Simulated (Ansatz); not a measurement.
The starting structures come from a database of crystals and need not be the phases stable at ambient conditions.

 Where the default PAW files enter, the runs use the earlier of Ansatz's two default sets.

Data:

```
Ag2S
1.0
    4.30622     0.00000     0.00000
    1.60357     4.00951     0.00000
    0.00000     0.00000     7.40480
Ag S
4 2
Cartesian
  5.25253   3.59241   1.85120
  0.65725   0.41711   5.55360
  2.95489   2.00476   0.00000
  2.95489   2.00476   3.70240
  1.63007   1.14183   1.85120
  4.27972   2.86769   5.55360
```

Space group of this cell: P2_1/m. The cell is strained (lengths across the current scaled by 1.02, ions clamped); by PBEsol its mean pressure is -5.4 GPa.

Transport runs along the normal of the first two printed cell vectors.

The gap is the functional's own. No spin-orbit coupling. Mid-gap values are interpolated on the energy grid.

**Question.** State the band gap and the smallest decay constant κ at mid-gap according to PBEsol (Ansatz, a first-principles code).

**Answer.** Gap 1.09 eV on a 8×8×4 mesh; κ = 0.205 1/Å, at (0.500, 0.000) of the in-plane reciprocal vectors. At the zone centre, at the nearest computed energy, the slowest state has κ = 0.24 1/Å.
